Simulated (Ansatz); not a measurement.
Base system: GaN in the wurtzite structure (space group P6_3mc, No. 186; a = 3.2184 Å, c = 5.2432 Å). Axes: x lies along a and z along c of the hexagonal cell.

(Cell as relaxed with PBE.)

Levels (all Ansatz, a first-principles code, PAW): PBE (420 eV, no SOC); r2SCAN (500 eV, no SOC).

Each level relaxes its own structure.

| base | PBE | r2SCAN |
|---|---|---|
| volume per atom | 11.76 Å³ | 11.37 Å³ |
| lattice parameter a | 321.8 pm | 318.3 pm |
| band gap | 1.71 eV | 2.35 eV |

It is then changed as follows: biaxial strain +4.69 %, plane normal [001], relaxed out of plane (Cartesian); in-plane vectors clamped, the third vector and the atoms free.

```tsv
quantity	PBE	r2SCAN
volume per atom	12.62 Å³	…
hole mass	0.11 mₑ out of plane, 1.9 mₑ in plane (at Γ)	…
gap character	direct at Γ	…
```

Problem. Predict the r2SCAN column.

Solution. 
- volume per atom, r2SCAN: 12.19 Å³
- hole mass, r2SCAN: 0.14 mₑ out of plane, 1.7 mₑ in plane (at Γ)
- gap character, r2SCAN: direct at Γ

PBE's volume per atom lies 0.43 Å³ above r2SCAN's (3.5 %); the two agree on the gap character. Neither level is exact; r2SCAN is the comparison here, not a measurement.

Masses are band curvatures over ±0.01 Å⁻¹ around the edge. Stability against distortions was not tested.
